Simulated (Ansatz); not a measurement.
The starting structures come from a database of crystals and need not be the phases stable at ambient conditions.

By LDA and PBEsol, the system below comes out a metal.

```
CELL_PARAMETERS angstrom
      3.45308     0.00000     0.00000
      0.00000     3.55109     0.00000
      1.72654     1.77554     2.33834
ATOMIC_POSITIONS crystal
  Sn 0.00000 0.00000 0.00000
```

Space group of this cell: Immm. The cell is taken as given; by PBEsol its mean pressure is -3.6 GPa.

The current runs along the normal of the first two printed vectors. All runs by Ansatz (a program for electronic structure), plane waves and PAW, without spin-orbit coupling; the base is PBEsol.

```json
[
 {"run": "base", "mean pressure (GPa)": "-3.6", "G/A, both spins (10¹⁵ S/m²)": "1.15"},
 {"run": "all lengths scaled by 0.98", "mean pressure (GPa)": "-1.0", "G/A, both spins (10¹⁵ S/m²)": "1.23"},
 {"run": "all lengths scaled by 1.02", "mean pressure (GPa)": "-5.5", "G/A, both spins (10¹⁵ S/m²)": "(withheld)"},
 {"run": "lda in place of pbesol", "mean pressure (GPa)": "-4.8", "G/A, both spins (10¹⁵ S/m²)": "(withheld)"},
 {"run": "lengths across the current scaled by 0.98, ions clamped", "mean pressure (GPa)": "-1.9", "G/A, both spins (10¹⁵ S/m²)": "1.21"},
 {"run": "lengths across the current scaled by 1.02, ions clamped", "mean pressure (GPa)": "-5.0", "G/A, both spins (10¹⁵ S/m²)": "1.11"},
 {"run": "lengths along the current scaled by 0.97, ions clamped", "mean pressure (GPa)": "-2.4", "G/A, both spins (10¹⁵ S/m²)": "1.18"},
 {"run": "lengths along the current scaled by 1.03, ions clamped", "mean pressure (GPa)": "-4.6", "G/A, both spins (10¹⁵ S/m²)": "(withheld)"}
]
```

Question: Some entries are withheld; supply them.

Answer: 
- all lengths scaled by 1.02, G/A, both spins (10¹⁵ S/m²): 1.09
- lda in place of pbesol, G/A, both spins (10¹⁵ S/m²): 1.14
- lengths along the current scaled by 1.03, ions clamped, G/A, both spins (10¹⁵ S/m²): 1.10
